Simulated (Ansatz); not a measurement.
# Band edges of SrTiO₃ (Pm-3m) under biaxial stress in the (001) plane

Cell and atoms are relaxed with PBEsol to each stress (compression positive); bands and masses by PBEsol with spin-orbit coupling, rigid bands (plane waves, PAW; Ansatz, a first-principles code). Strains are changes of length against the unloaded cell.

```
SrTiO3
1.0
    3.89113     0.00000     0.00000
    0.00000     3.89113     0.00000
    0.00000     0.00000     3.89113
Sr Ti O
1 1 3
Direct
  0.00000   0.00000   0.00000
  0.50000   0.50000   0.50000
  0.50000   0.00000   0.50000
  0.00000   0.50000   0.50000
  0.50000   0.50000   0.00000
```

```json
[
 {"stress (GPa)": "-2.00", "strain [001] (%)": "-0.31", "strain [100] (%)": "0.52", "gap (eV)": "1.812", "mₑ* [001]": "0.78", "mₑ* [100]": "0.61", "mₕ* [001]": "1.53", "mₕ* [100]": "2.0"},
 {"stress (GPa)": "0", "strain [001] (%)": "0", "strain [100] (%)": "0", "gap (eV)": "1.837", "mₑ* [001]": "0.65", "mₑ* [100]": "0.65", "mₕ* [001]": "1.86", "mₕ* [100]": "1.86"},
 {"stress (GPa)": "1.00", "strain [001] (%)": "0.15", "strain [100] (%)": "-0.25", "gap (eV)": "1.837", "mₑ* [001]": "0.61", "mₑ* [100]": "0.67", "mₕ* [001]": "2.1", "mₕ* [100]": "1.74"},
 {"stress (GPa)": "2.00", "strain [001] (%)": "0.30", "strain [100] (%)": "-0.50", "gap (eV)": "1.836", "mₑ* [001]": "0.57", "mₑ* [100]": "0.69", "mₕ* [001]": "2.5", "mₕ* [100]": "1.61"}
]
```

[001] is the normal of the loaded plane; [010] strains as [100]. Masses are conductivity masses at 300 K in electron masses.

Question: From the two loads next to zero, find the biaxial modulus and the ratio of out-of-plane to in-plane strain.

Answer: Between -2.00 and 1.00 GPa the strain along [100] changes by -0.77 % and that along [001] by 0.46 %. The modulus is 3.00/0.0077 = 390 GPa and the ratio of the strains 0.60 (PBEsol, atoms relaxed). For a cubic (001) plane the ratio is 2C₁₂/C₁₁ and the modulus C₁₁ + C₁₂ − 2C₁₂²/C₁₁, which gives C₁₁ ≈ 350 GPa and C₁₂ ≈ 104 GPa.

Question: How fast does the gap move on either side of zero load?

Answer: Under tension, (1.812 − 1.837) eV over -2.00 GPa = 12 meV/GPa, or about -4.8 eV per unit strain; under compression, (1.836 − 1.837) eV over 2.00 GPa = 0 meV/GPa, or about 0.2 eV per unit strain. The two slopes part by 12 meV/GPa; gaps are resolved to about 0.01 eV, which allows 10 meV/GPa, so they differ.

Masses are those of dilute carriers in rigid bands with one relaxation time, without polarons. Third decimals of gaps are kept for the arithmetic. Every relaxation keeps the starting phase (space group P4/mmm under this load), so a transition, a distortion that breaks the symmetry or fracture can't show.
